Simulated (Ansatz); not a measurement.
**What electrons 1.0×10^21 cm⁻³ does to AgI**

Consider AgI in the zinc blende structure (space group F-43m, No. 216; a = 6.450 Å).

Now apply this change: 0.0671 electrons added to each cell, a density of 1.0×10^21 cm⁻³, with a uniform compensating background at fixed cell and a 300 K Fermi–Dirac width.

Computed with PBEsol (Ansatz, a first-principles code), no spin-orbit coupling. k-mesh 20×20×20 (Γ-centred); smearing 0.0259 eV (Fermi–Dirac).

```tsv
quantity	base	changed	shift
gap between the host's bands	1.20 eV	1.16 eV	-0.04 eV
gap character	direct at Γ	direct at Γ	–
valley order (the lowest conduction-band minima on the path, energy above the VBM, named in the base's zone)	Γ 1.20 eV; L along ⟨111⟩ 2.64 eV	Γ 1.16 eV; L along ⟨111⟩ 2.62 eV	–
Fermi level relative to the doped band's edge (positive inside the band; to 0.05 eV)	–	+1.10 eV	–
```

Charged cell with a jellium background: band edges are those of the host's band count, energies are not comparable with the neutral cell, and many-body gap narrowing is missing. Spin-orbit coupling, missing from the scalar runs, can matter with I. No phonon test of stability was made.
